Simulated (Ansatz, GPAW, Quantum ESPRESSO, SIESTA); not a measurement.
NiO (Fm-3m, 4 atoms in the cell) computed with different codes at matched settings

Self-consistent single point.

```xyz
4
Lattice="4.2695 2.1347 2.1347 2.1347 4.2695 2.1347 2.1347 2.1347 4.2695" Properties=species:S:1:pos:R:3 pbc="T T T"
Ni     0.0000     0.0000     0.0000
Ni     4.2695     4.2695     4.2695
O      2.1347     2.1347     2.1347
O      6.4042     6.4042     6.4042
```
Moments meant for the start (each program seeds them in its own way; μB, in the order of the atoms Ni Ni O O): 2.0 -2.0 0.0 0.0.

Shared settings, as Ansatz (a quantum-chemistry and plane-wave program) writes them: kpoints.mp_grid.grid = 6 6 6; scf.occupations.method = fermi_dirac; scf.occupations.width = 0.02 eV. Potentials and cutoffs stand in the table.

| code | model | pressure (GPa) | gap on the mesh (eV) | cutoff |
|---|---|---|---|---|
| Quantum ESPRESSO | PBE, PSlibrary PAW (PBE) pseudopotentials | -9.23 | 1.020 | 55 Ry |
| GPAW | PBE, GPAW PAW datasets PBE (gpaw-data 1.0.1) | – | 1.022 | 900 eV |
| SIESTA | GGA PBE, numerical atomic orbitals DZP, PseudoDojo PBE standard norm-conserving potentials (rewritten from UPF to PSML) | -10.42 | 0.986 | grid 350 Ry |
| Ansatz | PBE, default PAW files | -10.06 | 1.023 | default |

A dash marks a value that a program does not give, or that is left out as unsure.

Gaps are read on the mesh. Another mesh or the band path gives a smaller gap, so these values are not converged in the mesh.

On Ansatz's run: the magnetic order is the one reached from the typed start; others were not searched systematically.

The spread over the programs that give each value: pressure within 1.19 GPa; gap on the mesh within 0.037 eV.

SIESTA uses small atom-centred bases, whose incompleteness enters pressures, forces and empty levels differently from a plane-wave cutoff. Ansatz's pressure is given at a fixed set of plane waves, as the other plane-wave codes print theirs; with its correction for the finite basis it is -9.37 GPa (the shift of 0.69 GPa shows how far the cutoff is from converged). The pressure of GPAW is left out: its cutoff lies under the one at which its stress was checked.

On the base mesh (9 9 9) the same programs gave: Ansatz pressure -10.03 GPa, gap on the mesh 0.946 eV; Quantum ESPRESSO pressure -9.18 GPa, gap on the mesh 0.943 eV; GPAW gap on the mesh 0.943 eV; SIESTA pressure -10.39 GPa, gap on the mesh 0.898 eV.

The values differ from the base mesh's, so the mesh still matters here: the table compares the programs at equal settings.

The starting cell has typed, rounded lattice constants, without a prior relaxation at this level. Its lattice was rescaled by a random factor within 2.5 % of one.

Keys are those of Ansatz 0.2.
